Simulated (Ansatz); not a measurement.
The reference is PbTe in the rock salt structure (space group Fm-3m, No. 225; a = 6.380 Å). Axes: x, y, z lie along the cube axes.

Computed with DFT with LDA, PAW potentials and a 420 eV plane-wave cutoff in Ansatz (a first-principles code), no SOC.

Base values:

```
Property                         Value
-----------------------------  -------
Shortest interatomic distance  3.190 Å
```

Modification: tensile biaxial strain of 1.00 % in the plane normal to [001], as in epitaxy on a mismatched substrate; the out-of-plane cell vector and the atoms relax.

Question: Predict the new ratio −ε⊥/ε∥ and shortest interatomic distance.

Answer: The ratio −ε⊥/ε∥ amounts to 0.06; the shortest interatomic distance drops by 0.002 Å (3.190 Å → 3.188 Å).

Stability against distortions was not tested.
